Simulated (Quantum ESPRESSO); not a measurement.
Quantum ESPRESSO 7.5, DFT, PBE, plane waves, PseudoDojo 0.5 standard norm-conserving PBE (local tails restored to the Coulomb form): unreconstructed Si(100) slab of 9 layers, 1x1 (Si9), unrelaxed, 9 atoms. Basis and mesh were picked for this test and aren't claimed converged.

```fortran
&CONTROL
  calculation = 'scf'
  pseudo_dir = './pseudo'
  outdir = './out'
  tprnfor = .true.
  tstress = .false.
/
&SYSTEM
  ibrav = 0
  nat = 9
  ntyp = 1
  ecutwfc = 36.0
  ecutrho = 144.0
  occupations = 'smearing'
  smearing = 'mv'
  degauss = 0.02
/
&ELECTRONS
  conv_thr = 9.000000000000001e-09
/
ATOMIC_SPECIES
Si 28.0850 Si.upf
CELL_PARAMETERS angstrom
  3.840297000000   0.000000000000   0.000000000000
  0.000000000000   3.840297000000   0.000000000000
  0.000000000000   0.000000000000  24.862000000000
ATOMIC_POSITIONS crystal
Si   0.500000000000   0.000000000000   0.281554000000
Si   0.500000000000   0.500000000000   0.336166000000
Si   0.000000000000   0.500000000000   0.390777000000
Si   0.000000000000   0.000000000000   0.445389000000
Si   0.500000000000   0.000000000000   0.500000000000
Si   0.500000000000   0.500000000000   0.554611000000
Si   0.000000000000   0.500000000000   0.609223000000
Si   0.000000000000   0.000000000000   0.663834000000
Si   0.500000000000   0.000000000000   0.718446000000
K_POINTS automatic
7 7 1 0 0 0
```

```bash
OMP_NUM_THREADS=8 OPENBLAS_NUM_THREADS=1 mpirun -np 4 pw.x -nk 4 -in pw.in
```

The program reports k-points computed: 10, bands: 22, electrons: 36, G-vectors of the density: 72115, FFT grid: 30×30×180, symmetry operations: 8.

Machine: one whole node, AMD EPYC (Zen 5), 96 cores on 1 socket, no SMT, 12 L3 cache groups; 94 cores' worth of CPU time may be used.

On 4 ranks × 8 threads, 1 BLAS thread this takes 6.9 s. Times are wall-clock medians of two to five runs, from launch to exit, with nothing else on the machine. Unless noted, each process is bound to its own block of adjacent cores. The times hold for this build (conda-forge: Open MPI 5.0, OpenMP, OpenBLAS 0.3.34 (pthreads), FFTW, ScaLAPACK, ELPA). Scratch files lie in a memory file system. This build's BLAS runs threads of its own beside OpenMP's, on the same cores; «BLAS threads» counts them.

Question: Make this run faster without changing its result beyond 1.0 meV/atom in energy, 10 meV/Å in forces (largest component). Keep to 32 cores.

Answer: This is not unique; one that fits is going from 4 ranks × 8 threads, 1 BLAS thread to 32 ranks, the fastest of the measured ones that keep the result.

```diff
-OMP_NUM_THREADS=8 OPENBLAS_NUM_THREADS=1 mpirun -np 4 pw.x -nk 4 -in pw.in
+OMP_NUM_THREADS=1 mpirun -np 32 pw.x -nk 4 -in pw.in
```

Time: 6.9 s to 2.2 s (3.1× as fast). SCF iterations go from 11 to 12. These two results differ by: energy equal as printed, forces (largest component) 0.29 meV/Å. Others tried: 16 ranks × 2 threads, 1 BLAS thread (2.5 s); 8 ranks × 4 threads, 1 BLAS thread (3.3 s); 16 ranks × 2 threads, 2 BLAS threads (8.0 s); 8 ranks × 4 threads, 4 BLAS threads (11 s); 4 ranks × 8 threads, 8 BLAS threads (16 s); 2 ranks × 16 threads, 1 BLAS thread, -nk 2 (18 s). Repeats scatter by up to 9 %. Launch, exit and the like take 0.58 s of the 2.2 s. 1 further setting of this study gave no repeated timing (cut by our limit, run once, or disturbed). 2 planned settings were not run, for want of time.
